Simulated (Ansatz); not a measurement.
The parent structure is TiO2 in the rutile structure (space group P4_2/mnm, No. 136; a = 4.591 Å, c = 2.939 Å).

Method: Kohn–Sham DFT with the PBEsol functional, run in Ansatz (an electronic-structure program) with PAW and 420 eV plane waves, no spin-orbit coupling.

Before the change:

```
Quantity                               Value
---------------------  ---------------------
Lattice parameter a               8.676 bohr
Valence-band top at Γ  0.00, -0.45, -0.45 eV
```

It is then changed as follows: a negative pressure, −2 GPa.

What happens to the lattice parameter a and valence-band top at Γ?

The lattice parameter a rises by 0.033 bohr to 8.709 bohr; the valence-band top at Γ (three highest levels, from the VBM) changes from 0.00, -0.45, -0.45 eV to 0.00, -0.44, -0.44 eV.

The levels and masses belong to the bands next to the band gap. Load acts through the strain it causes; cell and atoms are relaxed under it. Stability against distortions was not tested. All final runs are without spin polarisation.
